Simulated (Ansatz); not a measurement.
Consider Nb-vacancy pair (Nb on one host Ru site, one Ru site vacant) in hcp Ru, neutral cell. Method: PBE, PAW (plane waves to 420 eV; Ansatz, a program for electronic structure).

36-site cell at the relaxed PBE lattice, a 2×2×2 k-point mesh shifted by half a step along c, smearing 0.10 eV, spin-restricted, no finite-size correction. No zero-point or tunnelling terms. Forms of the defect that were not tried may lie lower.

Barriers: single points on a 4×4×4 k-point mesh shifted by half a step along c at the bands' geometries (they differ from the bands' own by up to 0.22 eV, and are uncertain by about as much).

Relaxed starting cell (atoms counted from 1):

```xyz
35
Lattice="8.1642 0.0000 0.0000 -4.0821 7.0704 0.0000 0.0000 0.0000 8.5861" Properties=species:S:1:pos:R:3 pbc="T T T"
Nb    -0.0773     1.5638     1.0686
Ru    -0.0095     1.5756     5.3617
Ru    -1.3609     3.9967     1.0690
Ru    -1.3896     3.9344     5.3619
Ru    -2.7201     6.2843     1.0684
Ru    -2.7306     6.2802     5.3613
Ru     2.7403     1.5892     1.0685
Ru     2.7414     1.5849     5.3618
Ru     1.3685     3.9282     1.0689
Ru     1.3777     3.9289     5.3618
Ru    -0.0017     6.2790     1.0687
Ru     0.0006     6.3017     5.3616
Ru     5.4343     1.5904     5.3621
Ru     4.0795     3.9303     1.0691
Ru     4.0894     3.9217     5.3621
Ru     2.7155     6.2414     1.0687
Ru     2.7292     6.2681     5.3615
Ru     1.3657     0.7907     3.2375
Ru     1.3655     0.7906     7.4861
Ru    -0.0186     3.1591     3.2550
Ru    -0.0187     3.1593     7.4681
Ru    -1.3658     5.5251     3.2223
Ru    -1.3658     5.5247     7.5016
Ru     4.1085     0.8029     3.2018
Ru     4.1086     0.8029     7.5222
Ru     2.7252     3.1373     3.2045
Ru     2.7252     3.1374     7.5187
Ru     1.3535     5.5090     3.2219
Ru     1.3535     5.5088     7.5022
Ru     6.7714     0.7721     3.2570
Ru     6.7714     0.7716     7.4664
Ru     5.4606     3.1132     3.1876
Ru     5.4603     3.1138     7.5339
Ru     4.0871     5.5086     3.2096
Ru     4.0870     5.5085     7.5144
```

End state 1 differs by these moves (Å; atoms that move under 0.08 Å are left out):

```
atom  element     Δx     Δy     Δz
----  -------  -----  -----  -----
1          Nb  -2.57   0.00   0.00
20         Ru   0.00  -0.05  -0.07
32         Ru   0.00   0.05   0.07
```

**Question.** What is the computed forward and backward barriers to end state 1 (PBE, PAW)?

**Answer.** forward 1.46 eV, backward 1.46 eV; at the saddle point atom 1 has neighbours Ru at 2.48, 2 Ru at 2.49, Ru at 2.59, 4 Ru at 2.92 Å. The saddle point's order was not checked, and it lies on a symmetry element of the cell, where a band can be held.
